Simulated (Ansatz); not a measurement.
C on the 1x1 (110) surface of bcc Mo, one in a 1x1 cell, energies for each (7.1 Å²). Energies are against an atom of graphite, without zero-point or thermal terms; each row is named by its start.

Level of theory: PBE (plane waves to 420 eV, PAW; Ansatz, a first-principles code).

Which site binds most strongly?
A) hollow Mo-Mo-Mo
B) bridge Mo-Mo (span 2.7 Å)
C) top Mo
D) bridge Mo-Mo (span 3.2 Å)

A, hollow Mo-Mo-Mo. Adsorption energies: hollow Mo-Mo-Mo 1.41 eV; bridge Mo-Mo (span 3.2 Å) 1.63 eV; bridge Mo-Mo (span 2.7 Å) 2.17 eV; top Mo 3.87 eV.
